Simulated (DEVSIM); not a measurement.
## GaAs n+/n-/n+ resistor

Structure: GaAs n+/n-/n+ resistor, at 300 K.

```csv
layer (left to right),material,thickness (μm),Nd (cm⁻³),τn (s),τp (s)
1,GaAs,0.250,2e17,2.3e-8,2.3e-8
2,GaAs,0.0670,1.5e13,2.3e-8,2.3e-8
3,GaAs,0.320,1.7e17,2.3e-8,2.3e-8
```

Left contact: ohmic. Right contact: ohmic. Voltage is applied to the left contact. Recombination: SRH at mid-gap. Mobility is constant in doping.

Constants are typed, rounded textbook-type inputs, not results; the design itself was drawn at random and stands for no fabricated device. Values at 300 K.

| parameter | GaAs |
|---|---|
| gap (eV) | 1.424 |
| affinity (eV) | 4.07 |
| permittivity | 12.9 |
| Nc (cm⁻³) | 4.7e17 |
| Nv (cm⁻³) | 9e18 |
| μn (cm²/Vs) | 8500 |
| μp (cm²/Vs) | 400 |

Model (solved in DEVSIM): 1D drift-diffusion, Boltzmann statistics, complete ionisation; no tunnelling, impact ionisation, image-force lowering or self-heating.

Dark forward current:

(V (V), J (A/cm²)): (0.05, 140000); (0.10, 270000); (0.15, 410000); (0.20, 550000); (0.25, 690000); (0.30, 830000); (0.35, 970000); (0.40, 1100000)
